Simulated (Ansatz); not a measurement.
## AgCl, pressure series

Base system: AgCl in the rock salt structure (space group Fm-3m, No. 225; a = 5.545 Å).

Cell and atoms are relaxed at each pressure.

Level of theory: r2SCAN (Ansatz, a program for electronic structure; PAW; 500 eV plane waves; no spin-orbit coupling).

Two rows of this table had their results exchanged by mistake.

| pressure | volume per atom (Å³) | shortest distance (Å) | band gap |
|---|---|---|---|
| pressure −2 GPa | 22.28 | 2.814 | 1.48 eV |
| pressure −1 GPa | 21.76 | 2.792 | 1.48 eV |
| pressure 1.8 GPa | 20.63 | 2.743 | 1.48 eV |
| pressure 4.2 GPa | 14.92 | 2.462 | 1.84 eV |
| pressure 9 GPa | 18.75 | 2.657 | 1.51 eV |
| pressure 18 GPa | 17.30 | 2.587 | 1.59 eV |
| pressure 30 GPa | 16.03 | 2.521 | 1.70 eV |
| pressure 45 GPa | 19.88 | 2.709 | 1.49 eV |
| pressure 60 GPa | 14.12 | 2.417 | 1.93 eV |

Task: Which two?

Result: The rows for pressure 4.2 GPa and pressure 45 GPa: the volume has to fall steadily with pressure, so 19.88 Å³ belongs to pressure 4.2 GPa and 14.92 Å³ to pressure 45 GPa.

Load acts through the strain it causes; cell and atoms are relaxed under it. Stability against distortions was not tested. No other phases were tried under pressure.
